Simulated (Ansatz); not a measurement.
**hypothetical ReO3 type CoCl3 with two functionals, biaxial strain −1.95 %, plane normal [110], relaxed out of plane**

Start from CoCl3 in the ReO3 type structure (space group Pm-3m, No. 221; a = 4.659 Å; ferromagnetic; a hypothetical phase, not in the database extracts checked; relaxed with 0.1 eV smearing). Axes: x, y, z lie along the cube axes.

(Cell as relaxed with PBE.)

Levels (all Ansatz, a quantum-chemistry and plane-wave program, PAW): PBE (420 eV, spin-orbit coupling left out); PBEsol (420 eV, no spin-orbit coupling).

Each level relaxes its own structure.

| base | PBE | PBEsol |
|---|---|---|
| volume per atom | 25.28 Å³ | 23.71 Å³ |
| lattice parameter a | 4.659 Å | 4.560 Å |
| band gap | zero | zero |
| largest site moment | 2.00 μB | 1.76 μB |

Modification: compressive biaxial strain of 1.95 % in the plane normal to [110], as in epitaxy on a mismatched substrate; the out-of-plane cell vector and the atoms relax.

```csv
quantity,PBE,PBEsol
ratio −ε⊥/ε∥,0.86,[?]
largest site moment,1.92 μB,[?]
mean in-plane stress (compression positive),+1.5 GPa,[?]
```

Problem. Given the PBE results, estimate those of PBEsol.

Solution. 
- ratio −ε⊥/ε∥, PBEsol: 0.89
- largest site moment, PBEsol: 1.67 μB
- mean in-plane stress (compression positive), PBEsol: +1.7 GPa

PBE's largest site moment lies 0.256 μB above PBEsol's; PBE's in-plane stress lies 0.2 GPa below PBEsol's. Neither level is exact; PBEsol is the comparison here, not a measurement.

Whether these cells are dynamically stable was not tested. No Hubbard U is applied and the magnetic state is the run's own (CoCl3 ferromagnetic); small cells can't hold the antiferromagnetic order that many such compounds have, so gaps and moments can be off.
